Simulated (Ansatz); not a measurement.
Levels about the gap of amorphous In9Ga9Zn9O37Ca (65 atoms in a cell of 821 Å³, 5.83 g/cm³; zone centre alone, so wide bands show as single levels with stretches between that a denser mesh fills), at the geometry that PBE relaxed, where it gives 0.2 GPa on a denser mesh. The participation number counts the atoms over which a state spreads; weights are charges in smoothed Voronoi cells. The levels come from a single point, so bond lengths are those of that geometry. Method of the levels: PBE, scalar-relativistic without spin-orbit coupling (Ansatz, a first-principles code). Sampling: the zone centre alone; Fermi-Dirac width 0.02 eV; no spin polarisation.

Preparation: random packing, a CHGNet melt and quench, and a DFT relaxation. O atoms were pushed apart under 1.9 Å during the dynamics, to hinder bonds among them. The hot cell started wider than the set density and was brought back towards it in steps. It is the lowest in DFT energy of 2 quenches. It is a model cell: composition and starting density were chosen by hand, and all elements were melted together. No dispersion term was used. Its density started from a set value of 5.81 and ended at 5.83 g/cm³. The simulated quench (nominally 210 K/ps over its main leg) is rapid and tends to freeze in more defects than a deposited or slowly cooled glass has. A cell of this size samples the disorder only roughly. Volume and shape were free in the relaxation.

```
E - E(highest filled), eV  filling  participation number        largest on  weight O  weight In  weight Zn  weight Ga
-------------------------  -------  --------------------  ----------------  --------  ---------  ---------  ---------
-0.38                       filled                  29.9   O, 4 neighbours      0.87       0.03       0.08       0.02
-0.30                       filled                  17.6   O, 3 neighbours      0.88       0.02       0.09       0.01
-0.29                       filled                  15.1   O, 3 neighbours      0.88       0.03       0.07       0.02
-0.25                       filled                   9.6   O, 3 neighbours      0.89       0.02       0.07       0.02
-0.17                       filled                  18.5   O, 4 neighbours      0.84       0.02       0.12       0.01
-0.14                       filled                  14.5   O, 3 neighbours      0.84       0.02       0.12       0.01
0.00                        filled                  13.9   O, 4 neighbours      0.80       0.02       0.17       0.01
0.96                         empty                  61.1  In, 5 neighbours      0.52       0.19       0.15       0.13
3.48                         empty                  33.4  In, 5 neighbours      0.60       0.26       0.06       0.08
3.73                         empty                  40.7  In, 5 neighbours      0.58       0.20       0.12       0.09
4.00                         empty                  35.3  In, 5 neighbours      0.59       0.25       0.10       0.05
4.04                         empty                  38.3  In, 5 neighbours      0.59       0.19       0.12       0.11
4.28                         empty                  46.2  In, 5 neighbours      0.59       0.20       0.09       0.11
4.38                         empty                  44.1  In, 6 neighbours      0.58       0.20       0.11       0.10
```

Most localised among these is the filled level at -0.25 eV, on a O atom, which has 3 neighbours (Ga 1.85 Å, Ga 2.04 Å, Ga 2.06 Å).
